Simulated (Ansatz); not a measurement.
**A constructed model of the (0001) surface of hcp Co, ferromagnetic, (√3x√3)R30° surface alloy, Au on one Co site of the top plane (bottom of the slab: a bare face, its two planes held)**

Computed with PBE (plane waves to 420 eV, PAW; Ansatz, an electronic-structure program).

Model: 18-atom slab, 10.1 Å thick at the start with caps and adatoms (thin: gaps and levels are the slab's own), 10x10x1 mesh, Fermi-Dirac 0.1 eV, dipole correction, 6 atoms held, the rest relaxed; start symmetry kept, larger cells not searched; spin-polarised, ending with about 28.2 μB a cell; orders that need a larger cell were not tried, no spin-orbit, no U. It is one candidate, not shown to be the stable structure of the face.

```json
{
 "work_function_of_the_top_face": "5.22 eV",
 "energy_released_by_relaxation": "0.42 eV",
 "magnetic_moment_of_the_cell": "28.22 μB",
 "cost": "around 30 core-minutes (rough)"
}
```
